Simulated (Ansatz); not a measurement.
## InP (model structure, started from the PtS type, P4₂/mmc, No. 131, 4 atoms in the cell): properties by level of theory

```json
[
 {"level (code)": "PBE (Ansatz)", "equilibrium lattice constant a (Å)": "3.939", "c axis length (Å)": "6.984"},
 {"level (code)": "PBEsol (Ansatz)", "equilibrium lattice constant a (Å)": "3.837", "c axis length (Å)": "6.951"},
 {"level (code)": "PBE-D3(BJ) (Ansatz)", "equilibrium lattice constant a (Å)": "3.832", "c axis length (Å)": "7.023"}
]
```

Ansatz's density-functional and Hartree–Fock values are scalar-relativistic unless marked +SOC, with PAW data made under PBE.

A model structure was made by putting elements into a prototype or built by hand; it is no filed structure, need not be a known phase, and can be a saddle point held by its symmetry.

Ansatz is an electronic-structure program.
